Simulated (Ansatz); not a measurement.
## HgS: response to strain

Consider HgS in the zinc blende structure (space group F-43m, No. 216; a = 5.876 Å). Axes: x, y, z lie along the cube axes.

Strains are applied to the cell and any free atomic positions relax; under biaxial strain the out-of-plane vector relaxes too.

Calculations: PBEsol (Ansatz, a first-principles code, PAW, scalar-relativistic without spin-orbit coupling), earlier PAW set.

Candidates:
(a) isotropic strain +0.26 %
(b) isotropic strain +1.04 %
(c) biaxial strain −4.69 %, plane normal [110], relaxed out of plane
(d) biaxial strain +1.55 %, plane normal [001], relaxed out of plane
(e) biaxial strain +2.06 %, plane normal [110], relaxed out of plane

Notes on the quantities. energy relative to the base: free energy F.

Question: Order them by energy relative to the base, highest first.

Answer: (c) biaxial strain −4.69 %, plane normal [110], relaxed out of plane (+28 meV/atom), (e) biaxial strain +2.06 %, plane normal [110], relaxed out of plane (+5.7 meV/atom), (b) isotropic strain +1.04 % (+4.5 meV/atom), (d) biaxial strain +1.55 %, plane normal [001], relaxed out of plane (+1.5 meV/atom), (a) isotropic strain +0.26 % (+0.3 meV/atom)

A biaxial case was relaxed in a doubled cell and then solved in the primitive one. A case with no gap was solved on a k-mesh chosen for an insulator, which is coarse for it. Stability against distortions was not tested. The final runs are not spin-polarised.
